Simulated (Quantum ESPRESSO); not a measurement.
Worked example: self-consistent single point of HgPt3 (P1, 4 atoms in the cell) in Quantum ESPRESSO.

Method: LDA (PZ), GBRV 1.5 ultrasoft (LDA) pseudopotentials (plane waves; Quantum ESPRESSO).

The change in words: atoms moved at random. Reference geometry:
```yaml
crystal:
  lattice:
    - [2.98345, -4.06675, 0.00000]
    - [2.98345, 4.06675, 0.00000]
    - [0.00000, 0.00000, 2.97454]
  atoms:
    - { symbol: Hg, position: [0.00000, 0.00000, 0.00000] }
    - { symbol: Pt, position: [0.50000, 0.50000, 0.00000] }
    - { symbol: Pt, position: [0.00000, 0.50000, 0.50000] }
    - { symbol: Pt, position: [0.50000, 0.00000, 0.50000] }
```

Reference input (self-consistent single point, DFT, LDA (PZ), plane waves, GBRV 1.5 ultrasoft (LDA) pseudopotentials): ecutwfc = 40 Ry; ecutrho = 320 Ry; occupations = smearing; smearing = gaussian; degauss = 0.0147 Ry; potentials = {Hg: hg_lda_v1.uspp.F.UPF, Pt: pt_lda_v1.4.uspp.F.UPF}; K_POINTS = automatic 6 6 9 0 0 0; conv_thr = 1e-10 Ry; mixing_beta = 0.7. This run's input differs from it in these lines:

```diff
@@ -31,6 +31,6 @@
 ATOMIC_POSITIONS crystal
-Hg    0.0000000000    0.0000000000    0.0000000000
-Pt    0.5000000000    0.5000000000    0.0000000000
-Pt    0.0000000000    0.5000000000    0.5000000000
-Pt    0.5000000000    0.0000000000    0.5000000000
+Hg    0.0015980000   -0.0016420000   -0.0110390000
+Pt    0.4943370000    0.4904620000    0.0075490000
+Pt    0.0007070000    0.5092490000    0.5006780000
+Pt    0.5033580000    0.0019310000    0.5028120000
 K_POINTS automatic
```

Output, abridged:

```
     Self-consistent Calculation

     iteration #  1     ecut=    40.00 Ry     beta= 0.70

     negative rho (up, down):  5.027E-01 0.000E+00

     total energy              =    -738.83857718 Ry
     estimated scf accuracy    <       2.47258051 Ry

     iteration #  2     ecut=    40.00 Ry     beta= 0.70

     negative rho (up, down):  5.211E-01 0.000E+00

     total energy              =    -739.31296648 Ry
     estimated scf accuracy    <       2.30684373 Ry

     iteration #  3     ecut=    40.00 Ry     beta= 0.70

     negative rho (up, down):  5.197E-01 0.000E+00

     total energy              =    -739.81090016 Ry
     estimated scf accuracy    <       0.28455056 Ry

   [... 8 blocks of this kind left out ...]

     iteration # 12     ecut=    40.00 Ry     beta= 0.70

     negative rho (up, down):  5.185E-01 0.000E+00

     total energy              =    -739.86760816 Ry
     estimated scf accuracy    <          1.7E-09 Ry

     iteration # 13     ecut=    40.00 Ry     beta= 0.70

     negative rho (up, down):  5.185E-01 0.000E+00
     End of self-consistent calculation

     Number of k-points >= 100: set verbosity='high' to print the bands.

     the Fermi energy is    16.8064 ev

!    total energy              =    -739.86760816 Ry
     estimated scf accuracy    <          5.3E-11 Ry
     smearing contrib. (-TS)   =      -0.00617529 Ry
     internal energy E=F+TS    =    -739.86143287 Ry

     convergence has been achieved in  13 iterations

     negative rho (up, down):  5.185E-01 0.000E+00

     Forces acting on atoms (cartesian axes, Ry/au):

     atom    1 type  1   force =     0.00047938    0.00760319    0.00266961
     atom    2 type  2   force =     0.00826759    0.00430912   -0.00129389
     atom    3 type  2   force =    -0.00766733   -0.00844318   -0.00039064
     atom    4 type  2   force =    -0.00107963   -0.00346913   -0.00098507

     Total force =     0.017267     Total SCF correction =     0.000044

     negative rho (up, down):  5.185E-01 0.000E+00
          total   stress  (Ry/bohr**3)                   (kbar)     P=     -243.29
  -0.00158961   0.00000427   0.00000263         -233.84        0.63        0.39
   0.00000427  -0.00165755   0.00000233            0.63     -243.83        0.34
   0.00000263   0.00000233  -0.00171449            0.39        0.34     -252.21

   JOB DONE.
```

The run converged in 13 iterations. Against the reference run the free energy rises by 3.8 meV/atom, the pressure goes from -24.54 to -24.33 GPa and the largest force goes from 0.000 to 0.293 eV/Å.

The starting cell comes from a database of computed structures (which also holds hypothetical and non-ambient phases and stackings), without a prior relaxation at this level. Its lattice was rescaled by a random factor within 2.5 % of one. For this run, on top of that: atoms moved at random. Spin polarisation is off. With a pressure of about -24 GPa the cell is away from its equilibrium volume at this level.

Cost on one core of a shared machine: roughly 4 min.
